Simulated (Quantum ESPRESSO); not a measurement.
Troubleshooting Quantum ESPRESSO: a failed run on a (001) slab of Fe (cut from a parent of space group no. 229; 4 atoms in the cell). The aim is a zone-centre phonon calculation with DFT, PBEsol, plane waves, PSlibrary ultrasoft (PBE) pseudopotentials.

The self-consistent step had converged with these keywords: prefix = scf; ecutwfc = 55 Ry; ecutrho = 330 Ry; occupations = smearing; smearing = marzari-vanderbilt; degauss = 0.0073499 Ry; nspin = 2; input_dft = pbesol; potentials = {Fe: Fe.pbe-n-rrkjus_psl.1.0.0.UPF}; K_POINTS = automatic 6 6 1 0 0 0. The next shown step is ph.x.

The input file:

```fortran
phonons at the zone centre
&INPUTPH
   prefix = 'scf',
   outdir = './work',
   tr2_ph = 1.0d-14,
   fildyn = 'dyn.G',
   epsil = .true.,
/
0.0 0.0 0.0
```

Output, abridged:

```
     Reading xml data from directory:

     ./work/scf.save/
     file Fe.pbe-n-rrkjus_psl.1.0.0.UPF: wavefunction(s)  3D renormalized

     G-vector sticks info
     --------------------
     sticks:   dense  smooth     PW     G-vecs:    dense   smooth      PW
     Sum         793     529    169                94851    51489    8769

     negative rho (up, down):  9.113E-05 2.963E-05
     Reading collected, re-writing distributed wavefunctions in ./work/

 %%%%%%%%%%%%%%%%%%%%%%%%%%%%%%%%%%%%%%%%%%%%%%%%%%%%%%%%%%%%%%%%%%%%%%%%%%%%%%
     Error in routine phq_readin (1):
     no elec. field with metals
 %%%%%%%%%%%%%%%%%%%%%%%%%%%%%%%%%%%%%%%%%%%%%%%%%%%%%%%%%%%%%%%%%%%%%%%%%%%%%%

     stopping ...
```

Task: From the messages shown, name the fault and mend the input.

Result: The fault is the dielectric response asked with smeared occupations. The response to a homogeneous field is defined for insulators with fixed occupations. To fix it, drop the request, or use fixed occupations in an insulator. The program stopped in the step ph.x before computing anything there.

On the sound input: the starting cell comes from a database of computed structures (which also holds hypothetical and non-ambient phases and stackings), without a prior relaxation at this level. The slab is cut from that crystal, and its faces are unrelaxed. Its lattice was rescaled in the plane by a random factor within 2.5 % of one. The magnetic order is the one reached from the typed start; others were not searched systematically. Forces in this geometry exceed 1 eV/Å. Without a gap this mesh is coarse (it stands for a supercell whose shortest in-plane vector is 18 Å).
